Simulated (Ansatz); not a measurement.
# What biaxial strain −1.00 %, plane normal [001], relaxed out of plane does to Hf

Start from Hf in the hcp (Mg type) structure (space group P6_3/mmc, No. 194; a = 3.204 Å, c = 5.073 Å; relaxed with 0.1 eV smearing). Axes: x lies along a and z along c of the hexagonal cell.

Modification: compressive biaxial strain of 1.00 % in the plane normal to [001], as in epitaxy on a mismatched substrate; the out-of-plane cell vector and the atoms relax.

Level of theory: Ansatz (an electronic-structure program), PBE, PAW, cutoff 420 eV, no SOC. k-mesh 21×21×12 (Γ-centred); smearing 0.1 eV (Fermi–Dirac).

Volume per atom: 22.25 Å³ (base 22.55 Å³)
Space group: P6_3/mmc (No. 194) (base P6_3/mmc (No. 194))
Shortest interatomic distance: 3.143 Å (base 3.139 Å)
Pressure (mean of the normal stresses, compression positive): 1.4 GPa (base 0.0 GPa)
Band gap: zero (base zero)
Out-of-plane strain: +0.70 %
Mean in-plane stress (compression positive): +2.1 GPa

Final structure (turned so that z lies along the plane normal):

```xyz
2
Lattice="3.1720 0.0000 0.0000 1.5860 2.7470 0.0000 0.0000 0.0000 5.1082" Properties=species:S:1:pos:R:3 pbc="T T T"
Hf     3.1720     1.8313     3.8312
Hf     1.5860     0.9157     1.2771
```

Stability against distortions was not tested. The final runs are not spin-polarised.
